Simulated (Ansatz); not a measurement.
The starting structures come from a database of crystals and need not be the phases stable at ambient conditions.

Tunnelling through a barrier is set by its complex band structure: the current falls as exp(−2κd) with the smallest κ.

Input:

```
CELL_PARAMETERS angstrom
      4.08536     0.00000     0.00000
      0.00000     4.08536     0.00000
      2.04268    -2.04268     7.14272
ATOMIC_POSITIONS crystal
  Cs 0.00000 0.00000 0.00000
  Li 0.75000 0.75000 0.50000
  Zn 0.25000 0.25000 0.50000
  S  0.34179 0.65821 0.31642
  S  0.65821 0.34179 0.68358
```

Space group of this cell: I-4m2. The cell is taken as given; by r2SCAN its mean pressure is -1.3 GPa.

Transport runs along the normal of the first two printed cell vectors, the (001) plane of the conventional cell.

The gap is the functional's own, uncorrected, and κ follows it; spin-orbit coupling is left out. Mid-gap values are interpolated between the computed energies.

### Question
Estimate the band gap and the smallest decay constant κ at mid-gap that r2SCAN (Ansatz, a quantum-chemistry and plane-wave program) returns for this system.

### Answer
Gap 3.05 eV on a 8×8×8 mesh; κ = 0.256 1/Å, at the zone centre.
